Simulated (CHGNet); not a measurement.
**Cubic perovskite BaHfO₃**

Calculation: the machine-learned potential CHGNet 0.3.0 (trained on PBE and PBE+U data).

Cell: relaxed at this level.

| Item | Result |
|---|---|
| lattice constant a | 4.208 Å |
| equilibrium volume per atom | 14.90 Å³/atom |

Measured, for comparison: lattice constant a 4.171 Å (room temperature, not corrected to a static lattice, our sources range from 4.171 to 4.180; as tabulated in Zhao et al. (2008), arXiv:0809.3506); equilibrium volume per atom 14.51 Å³/atom (room temperature, not corrected to a static lattice; as tabulated in Zhao et al. (2008), arXiv:0809.3506). Computed (rounded) less measured: lattice constant a +0.9 % (+0.7 % to +0.9 % over the range), equilibrium volume per atom +2.7 %.

A machine-learned potential is trained on density-functional data: it inherits that level's misses and adds fitting errors of its own.

Note: the model's thermal expansion at 300 K is negative.
